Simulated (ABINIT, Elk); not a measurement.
An ABINIT input for a self-consistent single point of PtS2 (P-3m1, 3 atoms in the cell) (DFT, PBE, plane waves, PAW (JTH v2.0 PBE PAW)):

```
# PtS2, JTH v2.0 PBE PAW
pp_dirpath "./"
pseudos "Pt.GGA_PBE-JTH.xml, S.GGA_PBE-JTH.xml"
acell 6.4905304349 6.4905304349 10.2368599561
rprim
         1.0000000000    0.0000000868    0.0000000000
        -0.5000000752    0.8660253604    0.0000000000
         0.0000000000    0.0000000000    1.0000000000
natom 3
ntypat 2
znucl 78 16
typat 1 2 2
xcart
         0.0000000000    0.0000000000    0.0000000000
         1.7173203104    0.9914955422    4.2235063216
        -0.0000001721    1.9829907863    1.1936066784
      Angstrom
ecut 21 Ha
pawecutdg 42 Ha
pawovlp -1
pawxcdev 0
occopt 3
tsmear 0.05 eV
nband 16
kptopt 1
ngkpt 6 6 3
nshiftk 1
shiftk 0 0 0
nstep 80
tolvrs 1.0e-11
prtwf 0
prtden 0
enunit 1
```

### Question
Translate this input to Elk.

### Answer
This is the input that was run; spellings and numerical settings could be chosen otherwise.

```
tasks
  0

xctype
  20

tforce
  .true.

rgkmax
  8.0

gmaxvr
  18.0

lmaxapw
  10

lmaxo
  8

nxlo
  2

lorbcnd
  .true.

lradstp
  2

nrmtscf
  2.0

rmtscf
  0.84

lmaxi
  4

stype
  3

swidth
  0.00183747

avec
    6.4905304349    0.0000005633    0.0000000000
   -3.2452657053    5.6209639590    0.0000000000
    0.0000000000    0.0000000000   10.2368599561

sppath
  'species/'

atoms
  2   : nspecies
  'Pt.in'   : spfname
  1   : natoms; atposl, bfcmt below
  0.0000000000  0.0000000000  0.0000000000    0.0 0.0 0.0
  'S.in'   : spfname
  2   : natoms; atposl, bfcmt below
  0.6666666667  0.3333333333  0.7796600000    0.0 0.0 0.0
  0.3333333333  0.6666666667  0.2203400000    0.0 0.0 0.0

ngridk
  6 6 3
```

Basis settings and potentials, where a program has them, do not carry over. This input uses DFT, PBE, all-electron FP-LAPW, Elk's shipped species files, APW+lo basis with extra local orbitals.

The starting cell comes from a database of computed structures (which also holds hypothetical and non-ambient phases and stackings), without a prior relaxation at this level. Its lattice was rescaled by a random factor within 2.5 % of one. For this run, on top of that: lattice scaled by 0.98.
